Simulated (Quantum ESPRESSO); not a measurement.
## Habitual settings against a tight run: LiMg₂ (Cm, 6 atoms in the cell)

Self-consistent single point.

```
CELL_PARAMETERS angstrom
      5.67932    -1.57788     0.00000
      5.67932     1.57788     0.00000
     -1.95963     0.00000     7.02296
ATOMIC_POSITIONS crystal
  Li 0.38669 0.38669 0.27364
  Li 0.05337 0.05337 0.60668
  Mg 0.00104 0.00104 0.00671
  Mg 0.66962 0.66962 0.34008
  Mg 0.33734 0.33734 0.66788
  Mg 0.71861 0.71861 0.93835
```

Computed with LDA (PZ), GBRV 1.5 ultrasoft (LDA) pseudopotentials (plane waves; Quantum ESPRESSO).

Base settings: ecutwfc = 40 Ry; ecutrho = 200 Ry; occupations = smearing; smearing = gauss; degauss = 0.0036749 Ry; potentials = {Li: li_lda_v1.4.uspp.F.UPF, Mg: mg_lda_v1.4.uspp.F.UPF}; K_POINTS = automatic 8 8 4 0 0 0; conv_thr = 1e-09 Ry; mixing_beta = 0.3.

Tight run (finer mesh or higher cutoff; not a proven limit): ecutwfc: 40 Ry → 56 Ry; ecutrho: 200 Ry → 280 Ry; conv_thr: 1e-09 Ry → 7.3e-11 Ry; K_POINTS: automatic 8 8 4 0 0 0 → automatic 11 11 6 0 0 0. It gave Fermi level (on the code's own zero) 4.07 eV; pressure -0.81 GPa; largest force (vector length) 0.028 eV/Å.

Quick runs, as changes from the base:
- A: the base itself
- B: ecutwfc: 40 Ry → 20 Ry; ecutrho: 200 Ry → 160 Ry; pseudopotentials: {Li: li_lda_v1.4.uspp.F.UPF, Mg: mg_lda_v1.4.uspp.F.UPF} → {Li: li_pbe_v1.4.uspp.F.UPF, Mg: Mg.pbe-n-kjpaw_psl.0.3.0.UPF}; K_POINTS: automatic 8 8 4 0 0 0 → automatic 4 4 4 0 0 0; input_dft: default → pbesol [PBEsol]
- C: ecutwfc: 40 Ry → 28 Ry; ecutrho: 200 Ry → 140 Ry; smearing: gauss → cold; degauss: 0.0036749 Ry → 0.0147 Ry; K_POINTS: automatic 8 8 4 0 0 0 → automatic 4 4 4 1 1 1
- D: ecutwfc: 40 Ry → 32 Ry; ecutrho: 200 Ry → 160 Ry; smearing: gauss → mp; degauss: 0.0036749 Ry → 0.0099958 Ry; K_POINTS: automatic 8 8 4 0 0 0 → automatic 6 6 6 0 0 0
- E: ecutwfc: 40 Ry → 28 Ry; ecutrho: 200 Ry → 140 Ry; K_POINTS: automatic 8 8 4 0 0 0 → automatic 8 8 8 1 1 1
- F: smearing: gauss → mp; degauss: 0.0036749 Ry → 0.019992 Ry; conv_thr: 1e-09 Ry → 7.3e-05 Ry; K_POINTS: automatic 8 8 4 0 0 0 → automatic 4 4 4 1 1 1

Energies are extrapolated to zero smearing width, which holds to low order in the width alone (under cold and Methfessel-Paxton smearing the free energy itself is taken).

Dashes: energy of B, another energy zero; time of B, C, under 30 s.

† marks runs with another functional, U, potentials or spin treatment: their distance from the tight run is not a convergence error alone.

The count of work is k-points × plane waves × bands × iterations; it is no time. Core times come from one kind of shared machine and are given to one figure; runs under 30 s give none.

The starting cell comes from a database of computed structures (which also holds hypothetical and non-ambient phases and stackings), without a prior relaxation at this level. Its lattice was rescaled by a random factor within 2.5 % of one.

```
run  energy less tight (meV/atom)  pressure less tight (GPa)  largest miss in a force vector (eV/Å)  count of work / tight  core time / tight (rough)
---  ----------------------------  -------------------------  -------------------------------------  ---------------------  -------------------------
A                             4.5                       0.02                                  0.015                   0.20                        0.2
B†                              –                      -6.38                                  0.128                 0.0085                          –
C                           190.6                     -13.42                                  0.040                  0.030                          –
D                            41.9                      -2.88                                  0.058                   0.12                        0.2
E                           222.4                     -13.31                                  0.018                   0.21                        0.2
F                           -29.3                       0.56                                  0.121                  0.034                       0.06
```

Among the runs at the tight run's level, the energy misses run from 4.5 to 222.4 meV/atom.
